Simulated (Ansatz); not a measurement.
# TiAl: biaxial strain +2.00 %, plane normal [001], relaxed out of plane

Start from TiAl (space group P4/mmm, No. 123; a = 2.824 Å, c = 4.075 Å; relaxed with 0.1 eV smearing). Axes: x, y, z lie along a, b, c of the conventional cell.

Perturbation: tensile biaxial strain of 2.00 % in the plane normal to [001], as in epitaxy on a mismatched substrate; the out-of-plane cell vector and the atoms relax.

All numbers come from Kohn–Sham DFT with the PBE functional, run in Ansatz (a first-principles code) with PAW and 420 eV plane waves, spin-orbit coupling left out. Settings: 20×20×14 k-points, 0.1 eV Fermi–Dirac smearing.

The volume per atom rises by 0.296 Å³ (16.25 Å³ → 16.54 Å³) and the space group remains P4/mmm (No. 123). The band gap remains zero and the out-of-plane strain amounts to -2.13 %. The mean in-plane stress (compression positive) is -3.0 GPa.

Whether these cells are dynamically stable was not tested. The final runs are not spin-polarised.
